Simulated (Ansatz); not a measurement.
Given:

```
CELL_PARAMETERS angstrom
      3.01972     0.00000     0.00000
     -1.50986     2.61515     0.00000
      0.00000     0.00000     4.95563
ATOMIC_POSITIONS crystal
  Si 0.33333 0.66667 0.99960
  Si 0.66667 0.33333 0.49960
  C  0.33333 0.66667 0.37540
  C  0.66667 0.33333 0.87540
```

No spin polarisation.

All numbers come from LDA, PAW, 420 eV (Ansatz, a program for electronic structure; no spin-orbit coupling). Γ-centred 12×12×7 mesh, Fermi–Dirac width 0.05 eV.

### Question
Predict the band gap, smallest direct gap and valence-band top at Γ.

### Answer
The band gap is 2.07 eV. The smallest direct gap comes out as 3.99 eV. The valence-band top at Γ (three highest levels, from the VBM) comes out as 0.00, 0.00, -0.12 eV.

The cells carry an imposed strain or load. Whether these cells are dynamically stable was not tested. The cell was made from SiC in the wurtzite structure (space group P6_3mc, No. 186) by this change: isotropic strain −1.20 %.
